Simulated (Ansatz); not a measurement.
Cell and atoms of amorphous Si32O32:

```
OSi
1.0
   10.26299     0.00000     0.00000
    0.00000    10.26299     0.00000
    0.00000     0.00000    10.26299
Si O
32 32
Direct
  0.19844   0.52336   0.94585
  0.92703   0.74637   0.24381
  0.45245   0.78552   0.81013
  0.70580   0.20218   0.51588
  0.11804   0.05117   0.58840
  0.46694   0.28690   0.77802
  0.08357   0.50307   0.48704
  0.04145   0.07085   0.07456
  0.72888   0.28913   0.07462
  0.39557   0.05004   0.52087
  0.64050   0.00074   0.59656
  0.34491   0.75494   0.01536
  0.78736   0.33854   0.29427
  0.71274   0.81766   0.04861
  0.49338   0.11260   0.16317
  0.04615   0.00273   0.28419
  0.41636   0.91717   0.24573
  0.95486   0.29848   0.66461
  0.50328   0.27525   0.43252
  0.43518   0.33365   0.99804
  0.96982   0.36247   0.05655
  0.64957   0.05856   0.99960
  0.74989   0.40765   0.75373
  0.07330   0.90222   0.79924
  0.51715   0.03643   0.78598
  0.55216   0.72901   0.19922
  0.78429   0.83149   0.67259
  0.62842   0.48236   0.38813
  0.31374   0.53988   0.67137
  0.82347   0.67624   0.50674
  0.99382   0.44684   0.27344
  0.67478   0.71493   0.83453
  0.89866   0.36356   0.80206
  0.38790   0.20499   0.08028
  0.81756   0.74424   0.36073
  0.06145   0.37855   0.58498
  0.80649   0.20324   0.38816
  0.80093   0.32751   0.60296
  0.16228   0.06497   0.18769
  0.31609   0.43942   0.01421
  0.04603   0.84157   0.29043
  0.86168   0.80120   0.10954
  0.45379   0.66234   0.08853
  0.35485   0.95096   0.39296
  0.23259   0.54992   0.53164
  0.54044   0.20761   0.28465
  0.71571   0.55432   0.79774
  0.97261   0.61414   0.52571
  0.02899   0.21879   0.01738
  0.40658   0.40587   0.67882
  0.57849   0.60481   0.29731
  0.70800   0.56099   0.51060
  0.92394   0.87928   0.74014
  0.05625   0.97901   0.94369
  0.00761   0.15175   0.66646
  0.20813   0.52083   0.78777
  0.20892   0.67300   0.99840
  0.62833   0.31170   0.77234
  0.05401   0.47078   0.97548
  0.39297   0.67767   0.69717
  0.31843   0.87354   0.11982
  0.97904   0.60050   0.21810
  0.58699   0.37430   0.04673
  0.05814   0.05353   0.43591
```

Methods: PBE, scalar-relativistic without spin-orbit coupling (Ansatz, a quantum-chemistry and plane-wave program); r2SCAN, scalar-relativistic without spin-orbit coupling (Ansatz); HSE06, scalar-relativistic without spin-orbit coupling (Ansatz). Neutral PBE cell, which sets geometry, pressure and energy: sampling: a 2×2×2 Γ-centred mesh; Fermi-Dirac width 0.02 eV; no spin polarisation. The usual formal charges leave 64 electrons over, so the level spacing at the Fermi energy parts defect or band states and needn't be the band gap. Exact exchange is cut at the faces of this 10 Å cell, which leaves hybrid gaps a finite-size error.

It comes from a melt-quench run on a machine-learned potential (CHGNet), relaxed afterwards by DFT. O atoms were pushed apart under 1.9 Å during the dynamics, to hinder bonds among them. The hot cell started wider than the set density and was brought back towards it in steps. It is the lowest in DFT energy of 2 quenches. It is a model cell: composition and starting density were chosen by hand, and all elements were melted together. No dispersion term was used. Its density started from a set value of 2.17 and ended at 2.17 g/cm³. Cooling (nominally 290 K/ps over its main leg) ran many orders faster than in experiment, which tends to leave more defects and strain. One small periodic cell is one sample of the glass; other quenches scatter about these values. The volume was held where the preparation left it.

### Question
Give the pressure, the energy against reference phases and the spacing of the highest filled and lowest empty levels.

### Answer

```json
{
 "Pressure on a 2×2×2 Γ-centred mesh": "-0.99 GPa",
 "Largest force and stress component on that mesh (the relaxation ran on the zone centre alone)": "0.19 eV/Å and 2.5 GPa",
 "Energy relative to alpha cristobalite + silicon (lowest mix at this level among the phases computed, not always the ambient ones)": "42.8 kJ/mol of atoms",
 "Level spacing at the Fermi energy on a 2×2×2 Γ-centred mesh (PBE)": "0.48 eV",
 "Level spacing at the Fermi energy at the zone centre (PBE)": "0.60 eV",
 "Level spacing at the Fermi energy at the zone centre (r2SCAN)": "0.71 eV",
 "Level spacing at the Fermi energy at the zone centre (HSE06)": "1.11 eV",
 "Distance between the nearest levels spread over more than a fifth of the atoms or a third of the atoms of their main element (six at least) (PBE, zone centre)": "0.60 eV"
}
```

### Question
At PBE and the zone centre, how localised are the states just below and above the Fermi level (participation number: the atoms over which a state spreads)?

### Answer
The highest filled state is spread over 15.0 atoms' worth, largest on Si10, with weights by element (charge in smoothed Voronoi cells) Si 0.81, O 0.19. The lowest empty state is spread over 18.5 atoms' worth, largest on Si22, with weights by element (charge in smoothed Voronoi cells) Si 0.82, O 0.18.

Bonds are counted up to Si-Si 2.60 Å, Si-O 2.00 Å, O-O 1.58 Å. Two cations that share two anions don't count as bonded, nor two that share one unless they lie closer than Si-Si 2.38 Å.

Added carriers, by PBE, scalar-relativistic without spin-orbit coupling (Ansatz) on the zone centre alone. Charged cells keep the cell fixed and stand in a uniform background, with no image correction, at a width of 0.01 eV; where the count is odd the moment is locked at 1 μB, unless the neutral cell bore moments. Each starts from the undistorted neutral geometry alone. PBE's self-interaction favours spread-out carriers, so it can miss traps that a hybrid finds.

### Question
What happens at PBE when the cell takes an extra electron and the atoms relax?

### Answer
Relaxation lowers the charged cell by 0.15 eV. The largest moves are Si22 0.10 Å, Si21 0.10 Å, O54 0.09 Å, O60 0.09 Å. The level that holds the added charge spreads over 17.2 atoms' worth, most on Si22 (weight 0.13): a carrier spread over the cell. No bond crosses its cut-off with a change of over 0.15 Å. Made neutral again at that geometry, the cell lies +0.15 eV from the neutral start (a closed shell was imposed there, with levels 0.31 eV apart, so this is an upper bound).

### Question
What happens at PBE when the cell takes a hole and the atoms relax?

### Answer
Relaxation lowers the charged cell by 0.21 eV. The largest moves are Si24 0.21 Å, Si5 0.16 Å, O53 0.13 Å, Si10 0.13 Å. The level that was emptied spreads over 13.6 atoms' worth, most on Si10 (weight 0.15): a partly localised carrier. No bond crosses its cut-off with a change of over 0.15 Å. Made neutral again at that geometry, the cell lies +0.23 eV from the neutral start (a closed shell was imposed there, with levels 0.20 eV apart, so this is an upper bound).

A PBE run started with 1 μB on atoms that lack a bond or may hold spare charge lost its moments; other starts weren't tried.
